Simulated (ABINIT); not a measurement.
Input and output of a self-consistent single point for Ga₃Cu (Pm-3m, 4 atoms in the cell) (ABINIT)

Computed with LDA (PW92), PAW (JTH v2.0 LDA PAW) (plane waves; ABINIT).

Input:

```
# Ga3Cu, JTH v2.0 LDA PAW
pp_dirpath "./"
pseudos "Ga.LDA_PW-JTH.xml, Cu.LDA_PW-JTH.xml"
acell 7.6256685225 7.6256685225 7.6256685225
rprim
         1.0000000000    0.0000000000    0.0000000000
         0.0000000000    1.0000000000    0.0000000000
         0.0000000000    0.0000000000    1.0000000000
natom 4
ntypat 2
znucl 31 29
typat 1 1 1 2
xred
         0.0000000000    0.5000000000    0.5000000000
         0.5000000000    0.0000000000    0.5000000000
         0.5000000000    0.5000000000    0.0000000000
         0.0000000000    0.0000000000    0.0000000000
ecut 30
pawecutdg 60
pawxcdev 0
ixc 7
occopt 6
tsmear 0.00999582
nband 37
kptopt 1
ngkpt 5 5 5
nshiftk 1
shiftk 0 0 0
nstep 50
toldfe 1.0e-09
prtwf 0
prtden 0
enunit 1
```

Output (repeated stretches shortened):

```
 Symmetries : space group Pm -3 m (#221); Bravais cP (primitive cubic)

 -outvars: echo values of preprocessed input variables --------
            acell      7.6256685225E+00  7.6256685225E+00  7.6256685225E+00 Bohr
             ecut      3.00000000E+01 Hartree
           enunit           1
              ixc           7
         kptrlatt        5    0    0      0    5    0      0    0    5
          kptrlen      3.81283426E+01
            natom           4
            nband          37
            ngfft          40      40      40
          ngfftdg          54      54      54
             nkpt          10
            nstep          50
             nsym          48
           ntypat           2
           occopt           6
        pawecutdg      6.00000000E+01 Hartree
         pawxcdev           0
          spgroup         221
           toldfe      1.00000000E-09 Hartree
           tsmear      9.99582000E-03 Hartree
            typat      1  1  1  2
           useylm           1
             xred      0.0000000000E+00  5.0000000000E-01  5.0000000000E-01
                       5.0000000000E-01  0.0000000000E+00  5.0000000000E-01
                       5.0000000000E-01  5.0000000000E-01  0.0000000000E+00
                       0.0000000000E+00  0.0000000000E+00  0.0000000000E+00
            znucl       31.00000   29.00000

== DATASET  1 ==================================================================

 Exchange-correlation functional for the present dataset will be:
  LDA: Perdew-Wang 92 LSD fit to Ceperley-Alder data - ixc=7
 Citation for XC functional:
  J.P.Perdew and Y.Wang, PRB 45, 13244 (1992)

 Real(R)+Recip(G) space primitive vectors, cartesian coordinates (Bohr,Bohr^-1):
 R(1)=  7.6256685  0.0000000  0.0000000  G(1)=  0.1311360  0.0000000  0.0000000
 R(2)=  0.0000000  7.6256685  0.0000000  G(2)=  0.0000000  0.1311360  0.0000000
 R(3)=  0.0000000  0.0000000  7.6256685  G(3)=  0.0000000  0.0000000  0.1311360
 Unit cell volume ucvol=  4.4343888E+02 bohr^3
 Angles (23,13,12)=  9.00000000E+01  9.00000000E+01  9.00000000E+01 degrees

 Coarse grid specifications (used for wave-functions):

 getcut: wavevector=  0.0000  0.0000  0.0000  ngfft=  40  40  40
         ecut(hartree)=     30.000   => boxcut(ratio)=   2.12744

 Fine grid specifications (used for densities):

 getcut: wavevector=  0.0000  0.0000  0.0000  ngfft=  54  54  54
         ecut(hartree)=     60.000   => boxcut(ratio)=   2.03084

   5.96639264E+03                                ecore*ucvol(ha*bohr**3)

_setup2: Arith. and geom. avg. npw (full set) are    3476.408    3476.397

--- !BeginCycle
solver: {iscf: 17, nstep: 50, nline: 4, wfoptalg: 10, }
tolerances: {toldfe: 1.00E-09, }
...

     iter   Etot(hartree)      deltaE(h)  residm     nres2
 ETOT  1  -426.64690872063    -4.266E+02 3.978E+01 3.429E+01
 ETOT  2  -438.20355462910    -1.156E+01 3.798E-01 2.166E+03
 ETOT  3  -436.35417373630     1.849E+00 2.035E-01 2.984E+02
 ETOT  4  -436.07330616513     2.809E-01 1.432E-01 4.568E+01
 ETOT  5  -436.01892908899     5.438E-02 6.465E-03 1.232E+01
 ETOT  6  -436.00068861569     1.824E-02 5.129E-03 4.292E+00
   [... 9 lines left out ...]
 ETOT 16  -435.98958430877     5.399E-09 2.805E-06 1.667E-05
 ETOT 17  -435.98958427933     2.944E-08 4.371E-06 1.373E-07
 ETOT 18  -435.98958428060    -1.279E-09 8.105E-07 5.385E-07
 ETOT 19  -435.98958427977     8.345E-10 1.274E-06 5.014E-08
 ETOT 20  -435.98958427973     4.349E-11 2.321E-07 6.553E-10

 At SCF step   20, etot is converged :
  for the second time, diff in etot=  4.349E-11 < toldfe=  1.000E-09

 Cartesian components of stress tensor (hartree/bohr^3)
  sigma(1 1)=  2.17050161E-04  sigma(3 2)=  0.00000000E+00
  sigma(2 2)=  2.17050161E-04  sigma(3 1)=  0.00000000E+00
  sigma(3 3)=  2.17050161E-04  sigma(2 1)=  0.00000000E+00

 ----iterations are completed or convergence reached----

 reduced coordinates (array xred) for    4 atoms
       0.000000000000      0.500000000000      0.500000000000
       0.500000000000      0.000000000000      0.500000000000
       0.500000000000      0.500000000000      0.000000000000
       0.000000000000      0.000000000000      0.000000000000
 cartesian forces (eV/Angstrom) at end:
    1     -0.00000000000000    -0.00000000000000    -0.00000000000000
    2     -0.00000000000000    -0.00000000000000    -0.00000000000000
    3     -0.00000000000000    -0.00000000000000    -0.00000000000000
    4     -0.00000000000000    -0.00000000000000    -0.00000000000000
 frms,max,avg= 0.0000000E+00 0.0000000E+00   0.000E+00  0.000E+00  0.000E+00 e/A
 length scales=  7.625668522500  7.625668522500  7.625668522500 bohr
              =  4.035329982369  4.035329982369  4.035329982369 angstroms
 Fermi (or HOMO) energy (eV) =   6.42587   Average Vxc (eV)= -10.60634
 Eigenvalues (   eV  ) for nkpt=  10  k points:
 kpt#   1, nband= 37, wtk=  0.00800, kpt=  0.0000  0.0000  0.0000 (reduced coord)
-105.62340  -63.45112  -63.45112  -63.45112   -8.92822   -8.89466   -8.89466   -8.89466
  -8.75390   -8.75390   -8.58783   -8.58783   -8.58783   -8.52656   -8.52656   -8.42784
  -8.40295   -8.40295   -8.40295   -4.98299    2.52009    2.52009    3.38685    3.38685
   3.38685    4.12614    4.12614    4.12614    5.55948    5.55948    7.18805   12.03261
  12.03261   12.03261   13.38349   13.38349   13.38349
 prteigrs : prtvol=0 or 1, do not print more k-points.

--- !EnergyTerms
comment             : Components of total free energy in Hartree
kinetic             :  2.59085537807635E+01
hartree             :  1.13336955607296E+02
xc                  : -7.57973136637799E+00
Ewald energy        : -2.56813415333186E+02
psp_core            :  1.34548252229353E+01
local_psp           : -2.92904857678548E+02
spherical_terms     : -3.13923406940495E+01
internal            : -4.35990010461166E+02
'-kT*entropy'       :  4.10781708257162E-04
total_energy        : -4.35989599679458E+02
total_energy_eV     : -1.18638803558455E+04
...

-Cartesian components of stress tensor (GPa)         [Pressure= -6.3858E+00 GPa]
- sigma(1 1)=  6.38583514E+00  sigma(3 2)=  0.00000000E+00
- sigma(2 2)=  6.38583514E+00  sigma(3 1)=  0.00000000E+00
- sigma(3 3)=  6.38583514E+00  sigma(2 1)=  0.00000000E+00

 Calculation completed.
```

The run converged in 20 iterations.

The starting cell comes from a database of computed structures (which also holds hypothetical and non-ambient phases and stackings), without a prior relaxation at this level. Spin polarisation is off. With a pressure of about -6 GPa the cell is away from its equilibrium volume at this level.

Cost on one core of a shared machine: roughly 2 min.
